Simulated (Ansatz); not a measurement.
System: K₂MoO₄ (C2/m, No. 12, 14 atoms in the cell; start COD 1527397). Method: r²SCAN (plane waves, PAW; Ansatz, an electronic-structure program).

Numerical settings: plane-wave cutoff 560 eV, 6×6×6 k mesh, Fermi–Dirac smearing 0.01 eV, no spin polarisation, scalar-relativistic PAW data made under PBE.

Cell (relaxed at this level):

```yaml
crystal:
  lattice:
    - [6.17353, -3.02512, 0.01870]
    - [6.17353, 3.02512, 0.01870]
    - [-3.25284, 0.00000, 6.76811]
  atoms:
    - { symbol: Mo, position: [0.17512, 0.17512, 0.22494] }
    - { symbol: Mo, position: [0.82488, 0.82488, 0.77506] }
    - { symbol: K, position: [0.84397, 0.84397, 0.25229] }
    - { symbol: K, position: [0.15603, 0.15603, 0.74771] }
    - { symbol: K, position: [0.50966, 0.50966, 0.23519] }
    - { symbol: K, position: [0.49034, 0.49034, 0.76481] }
    - { symbol: O, position: [0.33120, 0.33120, 0.38187] }
    - { symbol: O, position: [0.66880, 0.66880, 0.61813] }
    - { symbol: O, position: [0.08699, 0.08699, 0.35896] }
    - { symbol: O, position: [0.91301, 0.91301, 0.64104] }
    - { symbol: O, position: [0.90379, 0.38066, 0.07462] }
    - { symbol: O, position: [0.61934, 0.09621, 0.92538] }
    - { symbol: O, position: [0.09621, 0.61934, 0.92538] }
    - { symbol: O, position: [0.38066, 0.90379, 0.07462] }
```

What does this level give for the band gap and direct gap at Γ?


* **band gap**: 4.79 eV (on the SCF k mesh)
* **direct gap at Γ**: 5.00 eV

Note: the relaxation could not lower the start's symmetry, so the cell can be a saddle point above a distorted one.

Spin–orbit coupling is not included.

Static lattice: no zero-point or thermal effects.

Computing time: very roughly 17 core-minutes.
